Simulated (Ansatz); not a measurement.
The parent structure is KZnF₃ in the cubic perovskite structure (space group Pm-3m, No. 221; a = 4.052 Å).

The values are results of PBEsol (Ansatz, a first-principles code, PAW, spin-orbit coupling left out), not measurements.

Strains are applied to the cell and any free atomic positions relax.

One change was made to it. Results:

The gap character remains indirect, R → Γ; the band gap increases by 0.14 eV to 3.85 eV; the energy goes up by 10 meV/atom.

Q: Name the change that was made.
A. isotropic strain −0.60 %
B. isotropic strain −2.40 %
C. isotropic strain −3.00 %
D. isotropic strain −1.80 %

A: D, isotropic strain −1.80 %. For comparison, the band gap in the other runs: isotropic strain −3.00 % gives 3.95 eV; isotropic strain −0.60 % gives 3.75 eV; isotropic strain −2.40 % gives 3.90 eV.

Whether these cells are dynamically stable was not tested. Many cubic perovskites are stable only at high temperature; tilts and polar distortions were not tested.
